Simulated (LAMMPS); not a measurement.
System: Si (diamond structure), a cell 115 Å long along the (001) normal (4200 atoms) with 64 % of it melted and the whole then held at 1350 K and zero normal pressure.

Method: classical MD, pair style tersoff/mod, file Si.tersoff.mod, run in LAMMPS.

**Question.** Estimate the interface speed (growth positive), the direction for this model.

**Answer.** interface speed (growth positive): 7.8 ± 0.3 m/s; direction: the crystal grows.
